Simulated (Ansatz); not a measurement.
Antimonene on antimonene (facing Sb atop Sb, which symmetry holds and which is mostly a maximum against sliding; antimonene a predicted or substrate-bound sheet, here free), space group P-3m1.

The geometry comes from a PBE+D3(BJ) relaxation.

```
CELL_PARAMETERS angstrom
      4.06908     0.00000     0.00000
     -2.03454     3.52392     0.00000
      0.00000     0.00000    24.63000
ATOMIC_POSITIONS crystal
  Sb 0.33333 0.66667 0.35244
  Sb 0.66667 0.33333 0.41950
  Sb 0.66667 0.33333 0.58049
  Sb 0.00000 0.00000 0.64756
```

Level of theory: HSE06 (plane waves to 420 eV, PAW; Ansatz, a first-principles code). Spin–orbit coupling is left out; with elements this heavy it can move edges by tenths of an eV. Its k-point mesh 6×6×1, Fermi–Dirac width 0.01 eV. HSE06 ran on meshes of its own (6×6×1); its edges and gaps are taken over the mesh and over extra points off it, mostly where PBE has its edges. A dipole correction is on.

Problem. List the levels next to the gap at (0.000, 0.333, 0.000) of this cell's own (folded) zone, from the top of the valence band (the table ends after a fixed count of bands, which can cut a degenerate set).

Solution. 
```
band  E − E_v (eV)
----  ------------
v4          -1.521
v3          -1.463
v2          -1.458
v1          -0.734
c1           1.339
c2           1.974
c3           3.501
c4           3.690
```
